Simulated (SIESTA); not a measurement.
Band structure of Re (P6_3/mmc, 4 atoms in the cell).

```yaml
crystal:
  lattice:
    - [2.76833, 0.00000, 0.00000]
    - [-1.38416, 2.39744, 0.00000]
    - [0.00000, 0.00000, 8.94511]
  atoms:
    - { symbol: Re, position: [0.00000, 0.00000, 0.00000] }
    - { symbol: Re, position: [0.00000, 0.00000, 0.50000] }
    - { symbol: Re, position: [0.33333, 0.66667, 0.25000] }
    - { symbol: Re, position: [0.66667, 0.33333, 0.75000] }
```

Method: GGA PBE, numerical atomic orbitals TZP, PseudoDojo PBE standard norm-conserving potentials (rewritten from UPF to PSML) (SIESTA).

Settings: XC.functional = GGA; XC.authors = PBE; potentials = PseudoDojo PBE standard; PAO.BasisSize = TZP; PAO.EnergyShift = 0.01 Ry; MeshCutoff = 400 Ry; kgrid.MonkhorstPack = 11 11 3; OccupationFunction = FD; ElectronicTemperature = 0.05 eV; MaxSCFIterations = 150; SCF.Mixer.Method = Pulay; SCF.Mixer.Weight = 0.25; SCF.Mixer.History = 6; SCF.DM.Tolerance = 1.0E-04.

The starting cell comes from a database of computed structures (which also holds hypothetical and non-ambient phases and stackings), without a prior relaxation at this level. Its lattice was rescaled by a random factor within 2.5 % of one. Spin-orbit coupling is off. Spin polarisation is off. Values carry the incompleteness of an atom-centred basis.

Levels in eV from the Fermi level, bands 27 to 32:
```json
[
 {"point": "Γ", "27": "-1.65", "28": "-1.22", "29": "-1.22", "30": "-1.13", "31": "-1.13", "32": "0.55"},
 {"point": "M", "27": "-0.82", "28": "0.31", "29": "0.32", "30": "1.21", "31": "2.21", "32": "3.84"},
 {"point": "K", "27": "-2.20", "28": "-2.18", "29": "-0.05", "30": "-0.05", "31": "1.62", "32": "1.62"},
 {"point": "A", "27": "-1.45", "28": "-1.45", "29": "-1.45", "30": "-1.45", "31": "-1.09", "32": "-1.09"},
 {"point": "L", "27": "-0.63", "28": "-0.63", "29": "0.31", "30": "0.31", "31": "2.70", "32": "2.70"},
 {"point": "H", "27": "-2.21", "28": "-2.21", "29": "-0.01", "30": "-0.01", "31": "1.06", "32": "1.06"}
]
```

Bands cross the Fermi level along this path, so the cell is metallic at this level.

Higher empty bands are left out: an atom-centred basis made for the valence describes them poorly.
